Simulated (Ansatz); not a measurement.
B20 (FeSi-type) FeGe, treated with PBE-D3(BJ) (Ansatz, a first-principles code, PAW).

Settings: plane-wave cutoff 500 eV, 8×8×8 k mesh, Fermi–Dirac smearing 0.05 eV, spin-polarised with parallel moments, scalar-relativistic PAW data made under PBE.

Computed at the level's own relaxed cell.

Task: Estimate the volume per atom, lattice parameter a and magnetic moment (largest site, within a sphere) that the calculation returns.

Result: 
- volume per atom: 12.27 Å³/atom
- lattice parameter a: 4.612 Å
- magnetic moment (largest site, within a sphere): 1.12 μB

Measured, for comparison: equilibrium volume per atom 12.97 Å³/atom (295 K, not corrected to a static lattice; as tabulated in Wilhelm et al. (2007), arXiv:cond-mat/0703031); lattice constant a 4.699 Å (295 K, not corrected to a static lattice, our sources range from 4.689 to 4.699; as tabulated in Wilhelm et al. (2007), arXiv:cond-mat/0703031). Computed (rounded) less measured: equilibrium volume per atom -5.4 %, lattice constant a -1.9 % (-1.6 % to -1.9 % over the range). A static lattice is as a rule a little smaller and stiffer than an uncorrected measurement, which narrows the difference in the lattice constant a and would widen misses of the other sign.

Note: the collinear magnetic order is the start's and need not be the measured one.

Moments are spin moments.

Computed values are for the static lattice.
